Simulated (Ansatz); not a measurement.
C (R-3m, No. 166, 2 atoms in the cell; start mp-169; another form than the element's usual one), treated with LDA (Ansatz, a first-principles code, PAW).

Run with plane-wave cutoff 520 eV, 16×16×10 k mesh (along the axes of the cell as run), Fermi–Dirac smearing 0.01 eV, scalar-relativistic PAW data made under PBE.

Computed at the level's own relaxed cell.

```
CELL_PARAMETERS angstrom
      2.11731    -1.22244    -0.01186
      2.11731     1.22244    -0.01186
     -1.39211     0.00000     3.34631
ATOMIC_POSITIONS crystal
  C  0.83338 0.83338 0.00015
  C  0.16662 0.16662 0.99985
```

**Question.** List the 5 lowest band energies at Γ above −25 eV (eV, relative to the valence band maximum), grouping those that round alike.

**Answer.** At Γ: -19.59, -6.64, -2.93 (×2), 3.89.

A start named mp-… is a Materials Project structure, which need not be a measured phase.
